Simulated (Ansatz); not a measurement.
Levels about the gap of amorphous Ba$_{12}$Zr$_{12}$O$_{36}$ (60 atoms in a cell of 1045 Å³, 5.27 g/cm³; zone centre alone, so wide bands show as single levels with stretches between that a denser mesh fills), at the geometry that PBE relaxed, where it gives 0.1 GPa on a denser mesh. The participation number counts the atoms over which a state spreads; weights are charges in smoothed Voronoi cells. The levels come from a single point, so bond lengths are those of that geometry. Method of the levels: PBE, scalar-relativistic without spin-orbit coupling (Ansatz, a program for electronic structure). Sampling: the zone centre alone; Fermi-Dirac width 0.02 eV; no spin polarisation. At PBE the levels at the filled edge of the gap are localised (band-tail or defect states).

The cell was made by melting and quenching with the CHGNet potential and then relaxed with DFT. O atoms were pushed apart under 1.9 Å during the dynamics, to hinder bonds among them. The hot cell started wider than the set density and was brought back towards it in steps. It is the lowest in DFT energy of 2 quenches. It is a model cell: composition and starting density were chosen by hand, and all elements were melted together. No dispersion term was used. Its density started from a set value of 5.84 and ended at 5.27 g/cm³. The quench (nominally 410 K/ps over its main leg) was far faster than any real one, so the model tends to hold more defects than a real film. A cell of this size samples the disorder only roughly. The volume was free in the relaxation, at fixed shape. Stress components on the final sampling reach 1.9 GPa.

```tsv
E - E(highest filled), eV	filling	participation number	largest on	weight O	weight Zr	weight Ba
-0.41	filled	14.7	O, 4 neighbours	0.92	0.02	0.05
-0.38	filled	16.0	O, 5 neighbours	0.93	0.03	0.04
-0.30	filled	11.9	O, 4 neighbours	0.94	0.03	0.03
-0.30	filled	17.5	O, 4 neighbours	0.92	0.03	0.05
-0.21	filled	12.9	O, 4 neighbours	0.94	0.03	0.04
-0.19	filled	10.3	O, 5 neighbours	0.93	0.03	0.04
0.00	filled	4.8	O, 5 neighbours	0.94	0.02	0.03
3.58	empty	43.7	Zr, 6 neighbours	0.51	0.25	0.24
3.81	empty	23.9	Zr, 6 neighbours	0.38	0.45	0.17
3.83	empty	30.2	Zr, 6 neighbours	0.37	0.37	0.26
4.00	empty	25.7	Zr, 6 neighbours	0.39	0.48	0.13
4.16	empty	28.8	Zr, 6 neighbours	0.38	0.39	0.22
4.18	empty	29.4	Zr, 6 neighbours	0.40	0.44	0.16
4.24	empty	29.7	Zr, 5 neighbours	0.37	0.39	0.25
```

Most localised among these is the filled level at +0.00 eV, on a O atom, which has 5 neighbours (Zr 2.10 Å, Zr 2.17 Å, Ba 2.75 Å, Ba 3.00 Å, Ba 3.30 Å).
